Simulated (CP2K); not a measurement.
Band structure of TlCl (Fm-3m, 2 atoms in the cell).

```
CELL_PARAMETERS angstrom
      4.55313     0.00000     0.00000
      2.27657     3.94313     0.00000
      2.27657     1.31438     3.71762
ATOMIC_POSITIONS crystal
  Tl 0.00000 0.00000 0.00000
  Cl 0.50000 0.50000 0.50000
```

Method: LDA (Pade form), GPW, DZVP-MOLOPT-SR-GTH basis, GTH-PADE potentials (GTH_POTENTIALS) run with CP2K 2026.2.

Settings: CUTOFF = 500 Ry; REL_CUTOFF = 60 Ry; SMEAR/METHOD = FERMI_DIRAC; ELECTRONIC_TEMPERATURE = 116.05 K; KPOINTS/SCHEME = MONKHORST-PACK 5 5 5; XC_FUNCTIONAL = PADE; Tl/BASIS_SET = DZVP-MOLOPT-SR-GTH-q13; Tl/POTENTIAL = GTH-PADE-q13; Cl/BASIS_SET = DZVP-MOLOPT-SR-GTH-q7; Cl/POTENTIAL = GTH-PADE-q7; METHOD = GPW; EPS_DEFAULT = 1e-10; EXTRAPOLATION = USE_GUESS; NGRIDS = 5.

The starting cell comes from a database of computed structures (which also holds hypothetical and non-ambient phases and stackings), without a prior relaxation at this level. Spin-orbit coupling is off. Values carry the incompleteness of an atom-centred basis.

Problem. Predict the gap along the standard path and the places of the band edges.

Solution. The gap along the path is 2.14 eV, direct at L to within 0.01 eV.

Levels in eV from the top of the valence band on the SCF mesh, bands 7 to 11:
| point | 7 | 8 | 9 | 10 | 11 |
|---|---|---|---|---|---|
| Γ | -3.93 | -1.58 | -1.58 | -1.58 | 7.02 |
| X | -3.42 | -2.87 | -2.06 | -2.06 | 5.03 |
| W | -4.02 | -2.47 | -2.47 | -0.69 | 4.44 |
| K | -4.10 | -2.65 | -1.81 | -1.14 | 4.40 |
| L | -4.89 | -1.40 | -1.40 | 0.23 | 2.37 |
| U | -4.10 | -2.65 | -1.81 | -1.14 | 4.40 |

Higher empty bands are left out: an atom-centred basis made for the valence describes them poorly.
